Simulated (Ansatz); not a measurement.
Start from Pd in the fcc (Cu type) structure (space group Fm-3m, No. 225; relaxed with 0.1 eV smearing).

```yaml
crystal:
  lattice:
    - [0.00000, 1.93885, 1.93885]
    - [1.93885, 0.00000, 1.93885]
    - [1.93885, 1.93885, 0.00000]
  atoms:
    - { symbol: Pd, position: [0.00000, 0.00000, 0.00000] }
```

Cartesian axes are those of the cell as printed.

All numbers come from Kohn–Sham DFT with the PBEsol functional, run in Ansatz (a program for electronic structure) with PAW and 420 eV plane waves, without spin-orbit coupling.

The change: tensor shear ε_xy = +2.00 % (engineering shear γ = 0.0400), atoms relaxed at fixed cell.

### Question
Predict the stress tensor and what it implies for the stiffness.

### Answer
Stress of the strained cell less that of the base (GPa, compression positive):
```
    0.6    -3.5     0.0
   -3.5     0.6     0.0
    0.0     0.0    -0.1
```

Then −Δσ/γ with γ = 2ε = 0.0400 gives secant stiffness values (nonlinear terms included at this strain): C66 ≈ 88 GPa.

As a check, the harmonic strain energy −½ V₀ Δσ:ε is 6.4 meV/atom; the computed energy rise is 6.4 meV/atom.

No phonon test of stability was made. All final runs are without spin polarisation.
